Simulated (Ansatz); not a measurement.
Take Zr in the hcp (Mg type) structure (space group P6_3/mmc, No. 194; a = 3.2316 Å, c = 5.1736 Å) as the base.

The values are results of plane-wave PAW DFT at the PBE level (Ansatz, a first-principles code, 420 eV), no spin-orbit coupling, earlier PAW set, not measurements.

Before the change:

```
Quantity           Result
---------------  --------
Volume per atom  23.40 Å³
```

Now apply this change: cell and atoms relaxed at a pressure of 9 GPa.

Task: What happens to the volume per atom?

Result: The volume per atom decreases by 1.89 Å³ (23.40 Å³ → 21.51 Å³).

Load acts through the strain it causes; cell and atoms are relaxed under it. Stability against distortions was not tested. All final runs are without spin polarisation. Measured, Zr leaves this structure (for the ω phase) near 3 GPa (temperature not stated; as listed in C. Cazorla, D. Alfè, M. J. Gillan, Physical Review B (2008)).
